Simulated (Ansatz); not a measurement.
# Pressure series in Al2Cu

Consider Al$_{2}$Cu (space group I4/mcm, No. 140; a = 6.059 Å, c = 4.874 Å).

Cell and atoms are relaxed at each pressure.

Computed with plane-wave PAW DFT at the PBE level (Ansatz, a first-principles code, 420 eV), no spin-orbit coupling, earlier PAW set.

```csv
pressure (GPa),volume per atom (Å³/atom)
-2,15.230
-1,15.067
0,14.913
0.9,14.782
2.1,14.616
4.5,14.312
9,?
15,13.280
30,12.277
```

Q: Fit the third-order Birch–Murnaghan form P(V) = (3B₀/2)[(V₀/V)^(7/3) − (V₀/V)^(5/3)]·[1 + (3/4)(B₀′ − 4)((V₀/V)^(2/3) − 1)] (squares taken in P) to the rows shown and predict the withheld row.

A: Least squares on the printed values gives V₀ = 14.913 Å³/atom, B₀ = 99.8 GPa, B₀′ = 4.4; this predicts 13.820 Å³/atom, and the run gives 13.820 Å³/atom, in agreement.

Load acts through the strain it causes; cell and atoms are relaxed under it. No phonon test of stability was made. Competing high-pressure phases were not computed. All final runs are without spin polarisation.
